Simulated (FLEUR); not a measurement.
Worked example: self-consistent single point of TiAl (P1, 2 atoms in the cell) in FLEUR.

Level of theory: PBE, all-electron FLAPW (FLEUR), scalar-relativistic valence in FLEUR.

The change in words: lattice scaled by 0.98. Reference geometry:
```xyz
2
Lattice="2.8300 0.0000 0.0000 0.0000 2.8300 0.0000 0.0000 0.0000 4.0700" Properties=species:S:1:pos:R:3 pbc="T T T"
Ti     0.0105    -0.0435     0.0482
Al     1.4045     1.4585     1.9868
```

Reference input (self-consistent single point, DFT, PBE, all-electron FLAPW (FLEUR), scalar-relativistic valence): Kmax = 4.2 1/bohr; GmaxXC = 16.8 1/bohr; xcFunctional = pbe; jspins = 1; l_soc = F; mode = hist; fermiSmearingEnergy = 0.00499791 Htr; mesh (inpgen div1-3) = 8 8 6; inpgen gamma flag = true; Gmax = 16.8 1/bohr; numbands = 0; maxIterBroyd = 40. This run's input differs from it in these lines:

```diff
@@ -3,5 +3,5 @@
 &input film=f /
-5.3479249327 0.0000000000 0.0000000000
-0.0000000000 5.3479249327 0.0000000000
-0.0000000000 0.0000000000 7.6911853272
+5.2409664340 0.0000000000 0.0000000000
+0.0000000000 5.2409664340 0.0000000000
+0.0000000000 0.0000000000 7.5373616207
 1.0
@@ -43,5 +43,5 @@
          <bravaisMatrix>
-            <row-1>    5.3479249326999998     0.0000000000000000     0.0000000000000000</row-1>
-            <row-2>    0.0000000000000000     5.3479249326999998     0.0000000000000000</row-2>
-            <row-3>    0.0000000000000000     0.0000000000000000     7.6911853272000004</row-3>
+            <row-1>    5.2409664339999997     0.0000000000000000     0.0000000000000000</row-1>
+            <row-2>    0.0000000000000000     5.2409664339999997     0.0000000000000000</row-2>
+            <row-3>    0.0000000000000000     0.0000000000000000     7.5373616206999996</row-3>
          </bravaisMatrix>
```

Log, with long lists cut:

```
 Iteration:     1   Distance:       7.30332950 me/bohr^3
 Iteration:     2   Distance:       6.76962301 me/bohr^3
 Iteration:     3   Distance:       2.74256122 me/bohr^3
 Iteration:     4   Distance:       1.34818657 me/bohr^3
 Iteration:     5   Distance:       0.76960527 me/bohr^3
   [... 8 lines left out ...]
 Iteration:    14   Distance:       0.00003985 me/bohr^3
 Iteration:    15   Distance:       0.00004394 me/bohr^3
 Iteration:    16   Distance:       0.00001855 me/bohr^3
 Iteration:    17   Distance:       0.00000110 me/bohr^3
 Reset of history
 Run finished successfully
 Stop message:
   Structural relaxation: new displacements generated

[file out, last iteration]
             iter=     18
[...]
          total density-effective poten   -1.7305163744E+03
          total charge density-energy d   -6.0908043147E+01
 Updated energy parameters for spin:           1
[...]
 fermi energy and band-weighting factors:

[...]
FERMIE:
          first approx. to ef    (T=0)  :   0.348604 htr   (energy of the highest occ. eigenvalue)
          number of occ. states  (T=0)  :       1472
          first approx. to seigv (T=0)  :  -6.859423 htr
          sum of weights of occ. states :   7.500000
          sum of semicore charge        :   0.000000 e
FERHIS:  Fermi-Energy by histogram:
          bandgap                     :   0.000075 htr
   [... lines left out ...]
          charge neutrality (T=0)     :   0.000000    (zero if the highest occ. eigenvalue is "entirely" occupied)
     EF_NEWTON:  Adjust Fermi-Energy by Newton-Method.
 Direct bandgap for spin            1 :    7.6648859953948323E-003  Htr
 ---->    free energy=                     -1096.6680587222 htr
   [... lines left out ...]
      extrapolation for T->0
 ---->    total electron energy=           -1096.6661208329 htr
 ***** TOTAL FORCES ON ATOMS *****
 TOTAL FORCE FOR ATOM TYPE=  1  X=  0.019   Y= -0.081   Z=  0.089
                       FX_TOT=-0.002136 FY_TOT= 0.008722 FZ_TOT=-0.013584
 TOTAL FORCE FOR ATOM TYPE=  2  X=  2.601   Y= -2.540   Z=  3.679
                       FX_TOT= 0.002154 FY_TOT=-0.008795 FZ_TOT= 0.013763
```

The run converged in 17 iterations. FLEUR gives forces in its relaxation mode, with a further iteration, so its stop message speaks of a relaxation. Against the reference run the free energy rises by 25.6 meV/atom and the largest force goes from 0.705 to 0.847 eV/Å.

The starting cell has typed, rounded lattice constants, without a prior relaxation at this level. Its atoms were displaced at random from the sites of space group no. 123. For this run, on top of that: lattice scaled by 0.98. Spin polarisation is off. Values depend on the basis (sphere radii, cutoffs, local orbitals), which need not be converged. The log's line on a gap gives a spacing of levels on this mesh, which the program prints for metals too.

Cost on one core of a shared machine: roughly 7 min.
